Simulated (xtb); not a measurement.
xtb 6.7.1, GFN2-xTB: Ba(amdMe)2 (CC1[N](C)[Ba]2([N](C)C(C)=[N]->2C)<-[N]=1C), 31 atoms. The geometry is a generated start, not checked to be a minimum at this level.

method: GFN2-xTB
--acc: 1 (default)
--etemp (K): 300 (default)
detailed input (--input): none: ANC optimiser, Lindh (1995) Hessian, microcycle=20, maxdispl=1.0, hlow=0.01 (default)
basis functions: 76
valence electrons: 72

The structure is relaxed from this start with --opt LEVEL for the levels crude, sloppy, loose, lax, normal, tight, vtight, extreme, once each. Up to the end of the extreme run atoms move by at most 0.55 Å along an axis.

Task: Which level is enough to come within 1 meV of the tightest end point?

Result: vtight: 66 cycles against 85, ending 0.045 meV above.

| level | cycles | energy above the extreme run (meV) | gradient norm (eV/Å) |
|---|---|---|---|
| crude | 1 | 7.1 | 0.085 |
| sloppy | 1 | 7.1 | 0.085 |
| loose | 1 | 7.1 | 0.085 |
| lax | 1 | 7.1 | 0.085 |
| normal | 3 | 6.7 | 0.027 |
| tight | 6 | 6.5 | 0.025 |
| vtight | 66 | 0.045 | 0.0052 |
| extreme | 85 | — | 0.0011 |
